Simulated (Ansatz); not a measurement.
Base system: MoSi2 (space group I4/mmm, No. 139; a = 3.217 Å, c = 7.873 Å).

Computed with PBE/PAW in Ansatz (a quantum-chemistry and plane-wave program), scalar-relativistic without spin-orbit coupling.

One change was made to it. Results:

```json
[
 {"quantity": "volume per atom", "base": "13.58 Å³", "after": "13.44 Å³"},
 {"quantity": "band gap", "base": "zero", "after": "zero"}
]
```

Problem. Which of these changes matches the shifts?
A) pressure 2.1 GPa
B) pressure −2 GPa
C) pressure 4.5 GPa
D) pressure −1 GPa
E) pressure 15 GPa

Solution. A, pressure 2.1 GPa. For comparison, the volume per atom in the other runs: pressure 4.5 GPa gives 13.30 Å³; pressure −1 GPa gives 13.65 Å³; pressure −2 GPa gives 13.72 Å³; pressure 15 GPa gives 12.74 Å³.

Load acts through the strain it causes; cell and atoms are relaxed under it. Whether these cells are dynamically stable was not tested. Competing high-pressure phases were not computed. The final runs are not spin-polarised.
